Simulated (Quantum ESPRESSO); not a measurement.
Quantum ESPRESSO is run on NaPt₂ (Fd-3m, 6 atoms in the cell), and the run fails. The aim is a self-consistent single point with DFT, PBEsol, plane waves, GBRV 1.5 ultrasoft (PBESOL) pseudopotentials.

Cell that was meant: a = 5.2906 Å, b = 5.2906 Å, c = 5.2906 Å, α = 60.00°, β = 60.00°, γ = 60.00°.

Part of the input:

```fortran
/
&electrons
 conv_thr = 1.0d-9
 electron_maxstep = 2
 mixing_beta = 0.7
/
ATOMIC_SPECIES
```

Output, abridged:

```
     Self-consistent Calculation

     iteration #  1     ecut=    40.00 Ry     beta= 0.70

     negative rho (up, down):  6.703E-01 0.000E+00

     total energy              =   -1030.66324651 Ry
     estimated scf accuracy    <       4.34454837 Ry

     iteration #  2     ecut=    40.00 Ry     beta= 0.70

     negative rho (up, down):  6.982E-01 0.000E+00

     total energy              =   -1031.88897090 Ry
     estimated scf accuracy    <       4.33413952 Ry
     End of self-consistent calculation

     convergence NOT achieved after   2 iterations: stopping

   JOB DONE.
```

Q: Diagnose the run.

A: The fault is an iteration limit that is too low. The loop is cut before its threshold is met, so whatever is printed at the end is not self-consistent. To fix it, raise the limit, or leave it to the default. The run ended unconverged after 2 iterations.

An input that runs soundly differs in these lines (not the only fix; some lines may just follow from the change or write a value another way):
```diff
- electron_maxstep = 2
```

With that input, the run converged in 9 iterations: free energy E − TS -14050.1691 eV; Fermi level (on the code's own zero) 13.58 eV; pressure -0.74 GPa (DFT, PBEsol, plane waves, GBRV 1.5 ultrasoft (PBESOL) pseudopotentials).

On the sound input: the starting cell comes from a database of published, mostly measured structures (it also holds non-ambient and calculated ones), without a prior relaxation at this level. Spin polarisation is off.
